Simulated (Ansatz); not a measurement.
The reference is HgI₂ in the 2H-MoS2 type structure (space group P6_3/mmc, No. 194; a = 4.0712 Å, c = 13.5592 Å; a hypothetical phase, not in the database extracts checked; layered, stacked along the Cartesian z axis).

Modification: a free-standing slab of 3 layers (9 atoms, 3 a layer) is cut normal to the stacking axis, with 15 Å of vacuum and the in-plane cell relaxed.

Levels (all Ansatz, an electronic-structure program, PAW, earlier PAW set): PBEsol-D3(BJ) (420 eV, no spin-orbit coupling); r2SCAN (500 eV, no spin-orbit coupling); HSE06 (420 eV, scalar-relativistic without spin-orbit coupling); PBEsol+SOC (420 eV, noncollinear with spin-orbit coupling).

At the geometry relaxed with PBEsol-D3(BJ), these levels gave the following band gaps, in shuffled order: (a) 0.40 eV, (b) 0.69 eV, (c) 1.18 eV, (d) 0.14 eV.

Match each gap to its level.

(a) PBEsol-D3(BJ); (b) r2SCAN; (c) HSE06; (d) PBEsol+SOC.

Single points use the geometry relaxed with PBEsol-D3(BJ). HSE06 was sampled on its mesh, a few special points and the semilocal edge points, so its gap is an upper bound. Differences between runs with and without spin-orbit coupling are approximate. With Hg and I present, leaving out spin-orbit coupling can change the band edges. Whether these cells are dynamically stable was not tested. The runs without spin-orbit coupling are not spin-polarised. The zero or small gap of HgI2 can change with the level of theory.
